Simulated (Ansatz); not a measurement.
Take GaSb in the zinc blende structure (space group F-43m, No. 216; a = 6.132 Å) as the base.

Level of theory: plane-wave PAW DFT at the r2SCAN level (Ansatz, a first-principles code, 500 eV), spin-orbit coupling left out.

Before the change:

```
Item                                 Value
-------------  ---------------------------
Hole mass      0.023, 0.26, 0.26 mₑ (at Γ)
Electron mass              0.023 mₑ (at Γ)
Density                         5.52 g/cm³
```

One thing is altered: cell and atoms relaxed at a pressure of 2.1 GPa.

**Question.** What does the calculation give for the mean gap deformation potential ΔEg/Δln V after the change?

**Answer.** The mean gap deformation potential ΔEg/Δln V comes out as -7.7 eV.

**Question.** Estimate the effect on the hole mass.

**Answer.** The hole mass (degenerate bands, along [100]) goes from 0.023, 0.26, 0.26 mₑ (at Γ) to 0.035, 0.25, 0.25 mₑ (at Γ).

**Question.** Predict the new electron mass.

**Answer.** The electron mass becomes 0.036 mₑ (at Γ) (base: 0.023 mₑ (at Γ)).

**Question.** What happens to the density?

**Answer.** The density rises by 0.20 g/cm³, from 5.52 g/cm³ to 5.72 g/cm³.

With Sb present, leaving out spin-orbit coupling can change the band edges. Load acts through the strain it causes; cell and atoms are relaxed under it. Masses are band curvatures over ±0.01 Å⁻¹ around the edge. Stability against distortions was not tested. Tetrahedral semiconductors of this kind turn to denser phases somewhere between about 1 and 50 GPa; those were not computed, so compressed cells here can lie past the real transition.
